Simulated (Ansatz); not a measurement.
## A computed series for TiAl3: response to strain

Start from TiAl3 (space group I4/mmm, No. 139; a = 3.826 Å, c = 8.553 Å; relaxed with 0.1 eV smearing). Axes: x, y, z lie along a, b, c of the conventional cell.

Strains are applied to the cell and any free atomic positions relax; under biaxial strain the out-of-plane vector relaxes too; under stress the whole cell relaxes.

The values are results of r2SCAN (Ansatz, a program for electronic structure, PAW, scalar-relativistic without spin-orbit coupling), earlier PAW set, not measurements.

Notes on the quantities. energy relative to the base: free energy F.

| change | energy relative to the base | shortest interatomic distance | space group |
|---|---|---|---|
| base | 0 meV/atom | 5.112 bohr | I4/mmm (No. 139) |
| biaxial strain +1.81 %, plane normal [001], relaxed out of plane | +8.5 meV/atom | 5.205 bohr | I4/mmm (No. 139) |
| uniaxial strain ε_xx = +2.48 % | +6.1 meV/atom | 5.176 bohr | Immm (No. 71) |
| uniaxial stress, 1 GPa compression along x | +0.3 meV/atom | 5.103 bohr | Immm (No. 71) |
| uniaxial stress, 1 GPa tension along x | +0.3 meV/atom | 5.122 bohr | Immm (No. 71) |
| uniaxial stress, 5 GPa tension along z | +5.8 meV/atom | 5.095 bohr | I4/mmm (No. 139) |

Stability under load was not tested beyond the relaxation. The final runs are not spin-polarised.
